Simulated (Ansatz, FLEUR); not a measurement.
A FLEUR input for a self-consistent single point of AgI (F-43m, 2 atoms in the cell) (DFT, PBE, all-electron FLAPW (FLEUR), scalar-relativistic valence):

Input of the input generator:

```
scf AgI
&input film=f /
0.0000000000 3.1850000000 3.1850000000
3.1850000000 0.0000000000 3.1850000000
3.1850000000 3.1850000000 0.0000000000
1.8897261246
1.0 1.0 1.0

2
47 0.0000000000 0.0000000000 0.0000000000
53 0.2500000000 0.2500000000 0.2500000000

&comp jspins=1 /
&kpt div1=9 div2=9 div3=9 /
&end /
```

```xml
<?xml version="1.0" encoding="UTF-8" standalone="no"?>
<fleurInput fleurInputVersion="0.39">
   <comment>
      scf AgI                                                                                             
   </comment>
   <calculationSetup>
      <cutoffs Kmax="4.5" Gmax="22.5" GmaxXC="22.5" numbands="0"/>
      <scfLoop itmax="80" minDistance="0.00001" maxIterBroyd="99" imix="Anderson" alpha="0.05" precondParam="0.0" spinf="2.0"/>
      <coreElectrons ctail="T" frcor="F" kcrel="0" coretail_lmax="0"/>
      <xcFunctional name="pbe" relativisticCorrections="F"/>
      <magnetism jspins="1"/>
      <soc l_soc="F" theta="0.0" phi="0.0" spav="F"/>
      <expertModes spex="0" secvar="F"/>
      <geometryOptimization l_f="T" forcealpha="1.0" forcemix="BFGS" epsdisp="0.00001" epsforce="0.00001"/>
      <ldaU l_linMix="F" mixParam="0.05" spinf="1.0"/>
   </calculationSetup>
   <cell>
      <bzIntegration valenceElectrons="42.0" mode="hist" fermiSmearingEnergy="0.00183747">
         <kPointListSelection listName="default-1"/>
         <!-- k-points included here -->
         <xi:include xmlns:xi="http://www.w3.org/2001/XInclude" href="kpts.xml"> </xi:include>
      </bzIntegration>
      <!-- symmetry operations included here -->
      <xi:include xmlns:xi="http://www.w3.org/2001/XInclude" href="sym.xml"> </xi:include>
      <bulkLattice scale="1.0">
         <bravaisMatrix>
            <row-1>    0.0000000000000000     6.0187777068510000     6.0187777068510000</row-1>
            <row-2>    6.0187777068510000     0.0000000000000000     6.0187777068510000</row-2>
            <row-3>    6.0187777068510000     6.0187777068510000     0.0000000000000000</row-3>
         </bravaisMatrix>
      </bulkLattice>
   </cell>
   <atomSpecies>
      <species name="Silver (Ag)" element="Ag" atomicNumber="47">
         <mtSphere radius="2.59" gridPoints="857" logIncrement="0.015"/>
         <atomicCutoffs lmax="10" lnonsphr="8"/>
         <electronConfig flipSpins="F">
            <coreConfig>(1s1/2) (2s1/2) (2p1/2) (2p3/2) (3s1/2) (3p1/2) (3p3/2) (3d3/2) (3d5/2)</coreConfig>
            <valenceConfig>(4s1/2) (4p1/2) (4p3/2) (5s1/2) (4d3/2) (4d5/2)</valenceConfig>
            <stateOccupation state="(5s1/2)" spinUp="0.5" spinDown="0.5"/>
         </electronConfig>
         <energyParameters s="5" p="5" d="4" f="4"/>
         <lo type="SCLO" l="0" n="4" eDeriv="0"/>
         <lo type="SCLO" l="1" n="4" eDeriv="0"/>
         <lo type="SCLO" l="1" n="4" eDeriv="1"/>
         <lo type="SCLO" l="2" n="4" eDeriv="2"/>
         <lo type="SCLO" l="3" n="4" eDeriv="2"/>
      </species>
      <species name="Iodine (I)" element="I" atomicNumber="53">
         <mtSphere radius="2.33" gridPoints="771" logIncrement="0.017"/>
         <atomicCutoffs lmax="9" lnonsphr="7"/>
         <electronConfig flipSpins="F">
            <coreConfig>(1s1/2) (2s1/2) (2p1/2) (2p3/2) (3s1/2) (3p1/2) (3p3/2) (4s1/2) (3d3/2) (3d5/2)</coreConfig>
            <valenceConfig>(4p1/2) (4p3/2) (5s1/2) (4d3/2) (4d5/2) (5p1/2) (5p3/2)</valenceConfig>
            <stateOccupation state="(5p1/2)" spinUp="0.8333333333333" spinDown="0.8333333333333"/>
            <stateOccupation state="(5p3/2)" spinUp="1.6666666666667" spinDown="1.6666666666667"/>
         </electronConfig>
         <energyParameters s="5" p="5" d="5" f="4"/>
         <lo type="SCLO" l="1" n="4" eDeriv="0"/>
         <lo type="SCLO" l="1" n="4" eDeriv="1"/>
         <lo type="SCLO" l="2" n="4" eDeriv="0"/>
         <lo type="SCLO" l="2" n="4" eDeriv="1"/>
         <lo type="SCLO" l="0" n="5" eDeriv="2"/>
         <lo type="SCLO" l="3" n="4" eDeriv="2"/>
      </species>
   </atomSpecies>
   <atomGroups>
      <atomGroup species="Silver (Ag)">
         <relPos label="                   1">.0000000000 .0000000000 .0000000000</relPos>
         <force calculate="T" relaxXYZ="TTT"/>
      </atomGroup>
      <atomGroup species="Iodine (I)">
         <relPos label="                   2">1.000/4.000 1.000/4.000 1.000/4.000</relPos>
         <force calculate="T" relaxXYZ="TTT"/>
      </atomGroup>
   </atomGroups>
   <output dos="F" band="F" slice="F">
      <checks vchk="F" cdinf="F"/>
      <bandDOS minEnergy="-.5*Htr" maxEnergy="0.5*Htr" sigma="0.015" storeEVData="T"/>
      <vacuumDOS vacdos="F" integ="F" star="F" nstars="0" locx1="0.0" locy1="0.0" locx2="0.0" locy2="0.0" nstm="0" tworkf="0.0"/>
      <unfoldingBand unfoldBand="F" supercellX="1" supercellY="1" supercellZ="1"/>
      <plotting iplot="0" polar="F">
         <plot TwoD="T" vec1="  1.0  0.0  0.0" vec2="  0.0  1.0  0.0" vec3="  0.0  0.0  1.0" zero="  0.0  0.0  0.0" file="plot"/>
      </plotting>
      <chargeDensitySlicing numkpt="0" minEigenval="0.0" maxEigenval="0.0" nnne="0" pallst="F"/>
      <specialOutput eonly="F"/>
      <magneticCircularDichroism mcd="F" energyLo="-10.0" energyUp="0.0"/>
   </output>
  <!-- We include the file relax.xml here to enable relaxations (see documentation) -->
  <xi:include xmlns:xi="http://www.w3.org/2001/XInclude" href="relax.xml"> <xi:fallback/> </xi:include>
</fleurInput>
```

Q: Write the same calculation as an input for Ansatz (a first-principles code).

A: One input that does it (others would too):

Ansatz 0.2 input:
```yaml
crystal:
  lattice:
    - [0.00000000, 3.18500000, 3.18500000]
    - [3.18500000, 0.00000000, 3.18500000]
    - [3.18500000, 3.18500000, 0.00000000]
  atoms:
    - { symbol: Ag, position: [0.00000000, 0.00000000, 0.00000000] }
    - { symbol: I, position: [0.25000000, 0.25000000, 0.25000000] }
kpoints:
  mp_grid: { grid: [9, 9, 9] }
hamiltonian:
  xc: pbe
  pseudopotentials: { kind: paw }
scf:
  occupations: { method: fermi_dirac, width: 0.0037 Ry }
output:
  forces: true
  eigenvalues: true
  stress: true
```

Basis, cutoffs, solver keys and any potentials are the target program's own. This input uses DFT, PBE, plane waves, default PAW files. The width in Ry is rounded to four decimals. Both were run: gap on the mesh 1.340 eV in FLEUR and 1.341 in Ansatz.

On FLEUR: the starting cell has typed, rounded lattice constants, without a prior relaxation at this level. For this run, on top of that: lattice scaled by 0.98. Spin-orbit coupling is off. Values depend on the basis (sphere radii, cutoffs, local orbitals), which need not be converged.

On Ansatz: the starting cell has typed, rounded lattice constants, without a prior relaxation at this level. For this run, on top of that: lattice scaled by 0.98. Spin-orbit coupling is off. With a pressure of about 4 GPa the cell is away from its equilibrium volume at this level.
